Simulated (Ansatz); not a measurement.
Start from Sb (space group R-3m, No. 166; a = 4.2657 Å, c = 10.6978 Å (hexagonal axes); relaxed with 0.1 eV smearing). Axes: x lies along a and z along c of the hexagonal cell.

Computed with plane-wave PAW DFT at the PBEsol-D3(BJ) level (Ansatz, a program for electronic structure, 420 eV), without spin-orbit coupling.

For the base:

- Pressure: 0.0 GPa
- Shortest interatomic distance: 2.916 Å

Modification: the symmetric strain tensor [-0.0094 0.0004 0.0020; 0.0004 -0.0058 -0.0167; 0.0020 -0.0167 0.0011]; the atoms relax in the strained cell.

**Question.** Estimate the effect on the pressure.

**Answer.** The pressure (mean of the normal stresses, compression positive) goes from zero to 0.9 GPa.

**Question.** What does the calculation give for the energy relative to the base after the change?

**Answer.** The energy goes up by 6.2 meV/atom.

**Question.** Predict the new largest internal atomic displacement.

**Answer.** The largest internal atomic displacement is 0.035 Å.

**Question.** Predict the new shortest interatomic distance.

**Answer.** The shortest interatomic distance decreases by 0.008 Å, from 2.916 Å to 2.908 Å.

Whether these cells are dynamically stable was not tested.
